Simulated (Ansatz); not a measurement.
**A computed series for hypothetical P6_422 BP: pressure series**

Start from BP (space group P6_422, No. 181; a = 3.279 Å, c = 6.995 Å; a hypothetical phase, not in the database extracts checked).

Cell and atoms are relaxed at each pressure.

Method: Ansatz (a quantum-chemistry and plane-wave program), PBE, PAW, cutoff 420 eV, no spin-orbit coupling.

```csv
pressure (GPa),volume per atom (Å³/atom)
-2,10.985
-1,?
0,10.855
0.3,10.836
0.7,10.811
1.5,10.763
3,10.674
5,10.560
10,10.301
```

Question: Fit the third-order Birch–Murnaghan form P(V) = (3B₀/2)[(V₀/V)^(7/3) − (V₀/V)^(5/3)]·[1 + (3/4)(B₀′ − 4)((V₀/V)^(2/3) − 1)] (squares taken in P) to the rows shown and predict the withheld row.

Answer: Least squares on the printed values gives V₀ = 10.855 Å³/atom, B₀ = 172 GPa, B₀′ = 3.9; this predicts 10.919 Å³/atom, and the run gives 10.919 Å³/atom, in agreement.

The mesh was chosen for an insulator and is coarse for the gapless case. Load acts through the strain it causes; cell and atoms are relaxed under it. Stability against distortions was not tested. No other phases were tried under pressure. The base started in P3_121 and relaxed to P6_422 at this level. All final runs are without spin polarisation.
